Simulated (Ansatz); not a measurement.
System: SnO2 (model structure, started from the polar ZrO2 type, Pbcn, No. 60, 12 atoms in the cell). Method: r²SCAN (Ansatz, an electronic-structure program, plane waves, PAW).

Input:

Ansatz 0.2 input:
```yaml
crystal:
  lattice:
    - [5.7436073865, 0.0, 0.0]
    - [0.0, 4.7319306954, 0.0]
    - [0.0, 0.0, 5.2380790812]
  atoms:
    - { symbol: Sn, position: [0.0848645714, 0.2500001682, 0.285333377] }
    - { symbol: Sn, position: [0.9151354286, 0.7499998318, 0.785333377] }
    - { symbol: Sn, position: [0.5848645714, 0.7499998318, 0.285333377] }
    - { symbol: Sn, position: [0.4151354286, 0.2500001682, 0.785333377] }
    - { symbol: O, position: [0.3576443585, 0.0201949186, 0.1142132324] }
    - { symbol: O, position: [0.6423556415, 0.9798050814, 0.6142132324] }
    - { symbol: O, position: [0.8576443585, 0.9798050814, 0.1142132324] }
    - { symbol: O, position: [0.1423556415, 0.0201949186, 0.6142132324] }
    - { symbol: O, position: [0.1423556425, 0.4798049009, -0.0435466094] }
    - { symbol: O, position: [0.8576443575, 0.5201950991, 0.4564533906] }
    - { symbol: O, position: [0.6423556425, 0.5201950991, -0.0435466094] }
    - { symbol: O, position: [0.3576443575, 0.4798049009, 0.4564533906] }
basis:
  ecutwfc: 560
  ecutrho_ratio: 4
  xc_grid: 3
kpoints:
  mp_grid: { grid: [6, 8, 8] }
  band_path:
    path:
      - [0.0, 0.0, 0.0]
      - [0.0, 0.083333, 0.0]
      - [0.0, 0.166667, 0.0]
      - [0.0, 0.25, 0.0]
      - [0.0, 0.333333, 0.0]
      - [0.0, 0.416667, 0.0]
      - [0.0, 0.5, 0.0]
      - [-0.1, 0.5, 0.0]
      - [-0.2, 0.5, 0.0]
      - [-0.3, 0.5, 0.0]
      - [-0.4, 0.5, 0.0]
      - [-0.5, 0.5, 0.0]
      - [-0.5, 0.416667, 0.0]
      - [-0.5, 0.333333, 0.0]
      - [-0.5, 0.25, 0.0]
      - [-0.5, 0.166667, 0.0]
      - [-0.5, 0.083333, 0.0]
      - [-0.5, 0.0, 0.0]
      - [-0.4, 0.0, 0.0]
      - [-0.3, 0.0, 0.0]
      - [-0.2, 0.0, 0.0]
      - [-0.1, 0.0, 0.0]
      - [0.0, 0.0, 0.1]
      - [0.0, 0.0, 0.2]
      - [0.0, 0.0, 0.3]
      - [0.0, 0.0, 0.4]
      - [0.0, 0.0, 0.5]
      - [0.0, 0.083333, 0.5]
      - [0.0, 0.166667, 0.5]
      - [0.0, 0.25, 0.5]
      - [0.0, 0.333333, 0.5]
      - [0.0, 0.416667, 0.5]
      - [0.0, 0.5, 0.5]
      - [-0.1, 0.5, 0.5]
      - [-0.2, 0.5, 0.5]
      - [-0.3, 0.5, 0.5]
      - [-0.4, 0.5, 0.5]
      - [-0.5, 0.5, 0.5]
      - [-0.5, 0.416667, 0.5]
      - [-0.5, 0.333333, 0.5]
      - [-0.5, 0.25, 0.5]
      - [-0.5, 0.166667, 0.5]
      - [-0.5, 0.083333, 0.5]
      - [-0.5, 0.0, 0.5]
      - [-0.4, 0.0, 0.5]
      - [-0.3, 0.0, 0.5]
      - [-0.2, 0.0, 0.5]
      - [-0.1, 0.0, 0.5]
      - [0.0, 0.5, 0.1]
      - [0.0, 0.5, 0.2]
      - [0.0, 0.5, 0.3]
      - [0.0, 0.5, 0.4]
      - [-0.5, 0.0, 0.1]
      - [-0.5, 0.0, 0.2]
      - [-0.5, 0.0, 0.3]
      - [-0.5, 0.0, 0.4]
      - [-0.5, 0.5, 0.1]
      - [-0.5, 0.5, 0.2]
      - [-0.5, 0.5, 0.3]
      - [-0.5, 0.5, 0.4]
    npoints: 1
hamiltonian:
  xc: r2scan
  dispersion: none
  pseudopotentials: { kind: paw }
scf:
  occupations: { method: fermi_dirac, width: 0.01 }
  convergence: { dr2_threshold: 0.0000000012 }
output:
  forces: true
  stress: true
  eigenvalues: true
  write_bands: true
```

Excerpt of the program's output:

```
WARN the atoms were moved onto the symmetric positions of the space group found under crystal.symmetry.tolerance 1.0e-5 (fractional …
Crystal: 12 atoms, lattice volume = 142.362 Å³
Basis set: ecut = 560 eV, 4293 PW (Γ), exchange–correlation on 135×120×135 points (27 copies of the dense FFT grid, shifted against one another)
Bands: 64, of which v1, the nominal top of the filled ones, is band 52 counted from 1 (51 counted from 0)
Symmetry: 8 space group operations
Space group: Pbcn (ITA 60), of the structure as read, at distance tolerance 5.2e-5 Å
k-points: 100 of 384
Functional: x = r2scan, c = r2scan; τ floored in thin density (d = 2e-4 eV/Å³)
SCF iter   1: F=—  HF=-28704.461602 eV  |F-HF|=—  |Δ(HF+E_count)|=         —  Δρ=1.06e-2  dr2=1.14e-1  dr2_τ=5.34e-1
SCF iter   2: F=—  HF=-28704.670957 eV  |F-HF|=—  |Δ(HF+E_count)|=   2.09e-1  Δρ=6.35e-3  dr2=3.23e-2  dr2_τ=1.82e-3
  ...
SCF iter   8: F=—  HF=-28704.668536 eV  |F-HF|=—  |Δ(HF+E_count)|=   7.85e-9  Δρ=1.03e-6  dr2=1.65e-9  dr2_τ=9.22e-11
SCF iter   9: F=-28704.668536 eV  HF=-28704.668536 eV  |F-HF|=7.64e-11  |Δ(HF+E_count)|=  6.91e-11  Δρ=3.00e-7  dr2=1.22e-10  dr2_τ=9.06e-12
SCF 1 converged in 9 iterations: F = -28704.668536 eV  dr2 = 1.22e-10
SCF converged after 9 iterations
Free energy (F): -28704.668536 eV
Internal energy: -28704.668536 eV  (E = F + TS)
E sigma→0 (E₀):  -28704.668536 eV
Fermi energy:    9.900758 eV
--- Forces (eV/Å), atoms counted from 1 ---
  atom   1  Sn     0.00008484     0.00000000    -0.00000000
  atom   2  Sn    -0.00008484    -0.00000000    -0.00000000
  atom   3  Sn     0.00008484    -0.00000000     0.00000000
  atom   4  Sn    -0.00008484     0.00000000     0.00000000
  atom   5  O     -0.00005683     0.00001621     0.00000745
  atom   6  O      0.00005683    -0.00001621     0.00000745
  atom   7  O     -0.00005683    -0.00001621     0.00000745
  atom   8  O      0.00005683     0.00001621     0.00000745
  atom   9  O      0.00005683    -0.00001621    -0.00000745
  atom  10  O     -0.00005683     0.00001621    -0.00000745
  atom  11  O      0.00005683     0.00001621    -0.00000745
  atom  12  O     -0.00005683    -0.00001621    -0.00000745
--- Stress (GPa, compression-positive) ---
        0.001478       0.000000       0.000000
        0.000000      -0.001321       0.000000
        0.000000       0.000000       0.000424
  P = ⅓ Tr σ = 0.0002 GPa (0.002 kbar)
```

The PAW data were made under PBE.

Note: the relaxation could raise the start's symmetry but not lower it, so the cell can be a saddle point.

Computing time: about 4 core-minutes (a rough figure).

A model structure was made by putting elements into a prototype or built by hand; it is no filed structure, need not be a known phase, and can be a saddle point held by its symmetry.
